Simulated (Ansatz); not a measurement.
Troubleshooting Ansatz (a quantum-chemistry and plane-wave program): a failed run on SbPd (P1, 8 atoms in the cell). The aim is a self-consistent single point with DFT, LDA (PW92), plane waves, default PAW files made with PBE.

Cell that was meant: a = 5.2424 Å, b = 5.2424 Å, c = 5.2424 Å, α = 90.00°, β = 90.00°, γ = 90.00°.

Part of the input:

Ansatz 0.2 input:
```yaml
    - { symbol: Sb, position: [0.143429, 0.337077, 0.678483] }
    - { symbol: Sb, position: [0.649772, 0.143315, 0.337706] }
kpoints:
  mp_grid: { grid: [4, 4, 4], shift: [1, 1, 1] }
hamiltonian:
  xc: lda
  pseudopotentials: { kind: paw }
```

Output, abridged:

```
Error: invalid value for `kpoints.mp_grid.shift`: each number counts steps of the mesh from Γ, half a step is 0.5 and a whole step moves no point: type 0.5 for a flag of 1, and leave whole steps out of any other number: each must be finite and in (-1, 1); got [1, 1, 1]
```

### Question
From the messages shown, name the fault and mend the input.

### Answer
The fault is a mesh shift typed as a flag of 1. The shift is counted in steps of the mesh here, so half a step is 0.5; the flag 1 belongs to another code's convention. To fix it, type 0.5 for half a step, or no shift. The program stopped before any SCF iteration.

The sound input it was made from differs as follows (other fixes are possible):
```diff
-  mp_grid: { grid: [4, 4, 4], shift: [1, 1, 1] }
+  mp_grid: { grid: [4, 4, 4], shift: [0.5, 0.5, 0.5] }
```

With that input, the run converged in 7 iterations: free energy E − TS (on the zero of these files) -52722.7215 eV; Fermi level (on the code's own zero) 17.83 eV; pressure 8.98 GPa; largest force (vector length) 1.908 eV/Å (DFT, LDA (PW92), plane waves, default PAW files made with PBE).

On the sound input: the starting cell was generated: these elements placed on a structure prototype, without a prior relaxation; it need not be a known phase or ordering of this composition. Its atoms were displaced at random from the sites of space group no. 198. Spin polarisation is off. With a pressure of about 9 GPa the cell is away from its equilibrium volume at this level. Forces in this geometry exceed 1 eV/Å. Ansatz's pressure includes its estimate of the finite-basis (Pulay) stress.
